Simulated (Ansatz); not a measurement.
The reference is TiSi2 (space group Fddd, No. 70; a = 4.7791 Å, b = 8.2295 Å, c = 8.5206 Å). Axes: x, y, z lie along a, b, c of the conventional cell.

Method: Kohn–Sham DFT with the r2SCAN functional, run in Ansatz (an electronic-structure program) with PAW and 500 eV plane waves, no spin-orbit coupling.

Before the change:

```
Property                        Result
-----------------------------  -------
Band gap                          zero
Shortest interatomic distance  2.519 Å
Pressure                       0.0 GPa
```

Now apply this change: the cell is stretched by 1.75 % along x with no lateral relaxation, atoms relaxed at fixed cell.

Predict the new energy relative to the base.

The energy increases by 4.3 meV/atom.

What happens to the band gap?

The band gap remains zero.

What does the calculation give for the shortest interatomic distance after the change?

The shortest interatomic distance increases by 0.0114 Å to 2.531 Å.

What does the calculation give for the pressure after the change?

The pressure (mean of the normal stresses, compression positive) goes from zero to -2.4 GPa.

Without a gap, meshes like the base's 13×13×13 leave anisotropic stresses uncertain by several tenths of a GPa, and small strain energies with them. The cells carry an imposed strain or load. Whether these cells are dynamically stable was not tested. All final runs are without spin polarisation.
